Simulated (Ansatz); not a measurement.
Response to strain in CuCl

Start from CuCl in the wurtzite structure (space group P6_3mc, No. 186; a = 3.7164 Å, c = 6.1840 Å). Axes: x lies along a and z along c of the hexagonal cell.

Strains are applied to the cell and any free atomic positions relax; under biaxial strain the out-of-plane vector relaxes too.

Levels (all Ansatz, a first-principles code, PAW): PBEsol (420 eV, no spin-orbit coupling); HSE06 (420 eV, no spin-orbit coupling).

Band gaps by level, all at the geometries relaxed with PBEsol:

| case | PBEsol | HSE06 |
|---|---|---|
| base | 0.60 eV | 2.51 eV |
| biaxial strain −1.95 %, plane normal [001], relaxed out of plane | 0.66 eV | 2.54 eV |
| biaxial strain +3.17 %, plane normal [001], relaxed out of plane | 0.53 eV | 2.46 eV |
| isotropic strain −1.45 % | 0.70 eV | 2.58 eV |
| uniaxial strain ε_xx = −0.21 % | 0.60 eV | 2.51 eV |
| uniaxial strain ε_yy = −0.54 % | 0.61 eV | 2.52 eV |
| tensor shear ε_xz = +0.69 % | 0.60 eV | 2.51 eV |

Single points use the geometry relaxed with PBEsol. Stability against distortions was not tested. No Hubbard U is applied. The final runs are not spin-polarised. This is not the structure that CuCl has at room temperature and ambient pressure.
